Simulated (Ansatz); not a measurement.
The starting structures come from a database of crystals and need not be the phases stable at ambient conditions.

The decay constant κ of evanescent states in the gap governs leakage through a thin film.

Input:

```xyz
8
Lattice="6.6268 0.0000 0.0000 2.3479 6.1969 0.0000 2.3479 1.6212 2.7236" Properties=species:S:1:pos:R:3 pbc="T T T"
W      4.3343     0.7049     1.1843
W      2.5009     4.0147     1.5393
O      5.6359     1.6037     2.6942
O      1.1993     3.1160     0.0295
O      7.9050     5.4583     1.3618
O      5.5571     1.5492     0.0000
O      3.4176     2.3598     1.3618
O      3.4176     4.6477     0.0000
```

Space group of this cell: P4/nmm. The cell is taken as given; by PBEsol its mean pressure is -1.6 GPa.

Transport runs along the normal of the first two printed cell vectors, the (111) plane of the conventional cell.

The gap is the functional's own. No spin-orbit coupling. Mid-gap values are interpolated on the energy grid.

Problem. Estimate the band gap and the smallest decay constant κ at mid-gap that PBEsol in Ansatz (a program for electronic structure) returns for this system.

Solution. Gap 0.56 eV on a 12×12×12 mesh; κ = 0.138 1/Å, at the zone centre.
